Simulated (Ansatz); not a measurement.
**Gap of wurtzite AlN (P6_3mc) by level, hydrostatic pressure**

```cif
data_Al2N2
_chemical_formula_sum 'Al2 N2'
_space_group_name_H-M_alt 'P63mc'
_space_group_IT_number 186
_space_group_name_Hall 'P 6c -2c'
_cell_length_a 3.11376
_cell_length_b 3.11376
_cell_length_c 4.98368
_cell_angle_alpha 90.000
_cell_angle_beta 90.000
_cell_angle_gamma 120.000
loop_
_atom_site_label
_atom_site_type_symbol
_atom_site_symmetry_multiplicity
_atom_site_Wyckoff_symbol
_atom_site_fract_x
_atom_site_fract_y
_atom_site_fract_z
_atom_site_occupancy
Al1 Al 2 b 0.66667 0.33333 0.49651 1
N1 N 2 b 0.33333 0.66667 0.37849 1
```

One set of cells (cell and atoms relaxed with PBEsol, then loaded; compression positive), bands by Ansatz (a quantum-chemistry and plane-wave program) at 2 levels. SOC is spin-orbit coupling.

| Level | gap at -13.50 GPa (eV) | gap unloaded (eV) | gap at 18.00 GPa (eV) |
|---|---|---|---|
| PBE+SOC | 3.531 | 4.175 | 4.820 |
| r2SCAN+SOC | 4.142 | 4.820 | 5.497 |

Q: Which carries over between levels, the gap or its change?

A: Loaded minus unloaded: PBE+SOC -0.644 and 0.645 eV; r2SCAN+SOC -0.678 and 0.677 eV. The unloaded gaps spread over 0.645 eV and the shifts over 0.034 eV, so the levels agree better on the shift. Adding the shifts of PBE+SOC to the unloaded gap of r2SCAN+SOC gives 4.176 and 5.465 eV, against 4.142 and 5.497 eV computed.

 Gaps are resolved to about 0.01 eV; the mean electron masses of the levels agree within half at each load. Every relaxation keeps the wurtzite phase, so a transition, a distortion that breaks the symmetry or fracture can't show.
